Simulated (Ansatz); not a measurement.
SiO2 (model structure, started from the tetragonal ZrO2 type, P4₂/nmc, No. 137, 6 atoms in the cell)

These are PBE in Ansatz (PAW) values and carry that method's errors.

Settings: plane-wave cutoff 520 eV, 12×12×4 k mesh (along the axes of the cell as run), Fermi–Dirac smearing 0.01 eV, scalar-relativistic PAW data made under PBE.

Cell (relaxed with PBEsol):

```
O2Si
1.0
    2.82094     0.00000     0.00000
    0.00000     2.82094     0.00000
    0.00000     0.00000     8.62811
Si O
2 4
Direct
  0.00000   0.00000   0.00000
  0.50000   0.50000   0.50000
  0.00000   0.50000   0.09899
  0.00000   0.50000   0.59899
  0.50000   0.00000   0.40101
  0.50000   0.00000   0.90101
```

For SiO2 (model structure, started from the tetragonal ZrO2 type, P4₂/nmc, No. 137, 6 atoms in the cell), the band gap is 5.15 eV (indirect) and the smallest direct gap on the k points sampled is 5.46 eV.

Note: the relaxation could raise the start's symmetry but not lower it, so the cell can be a saddle point; cell and atoms aren't relaxed at this level (largest force component 0.17 eV/Å, pressure 3.5 GPa).

Static lattice: no zero-point or thermal effects.

Cost on a shared machine: very roughly 22 core-seconds.

A model structure was made by putting elements into a prototype or built by hand; it is no filed structure, need not be a known phase, and can be a saddle point held by its symmetry.

Ansatz is a program for electronic structure.
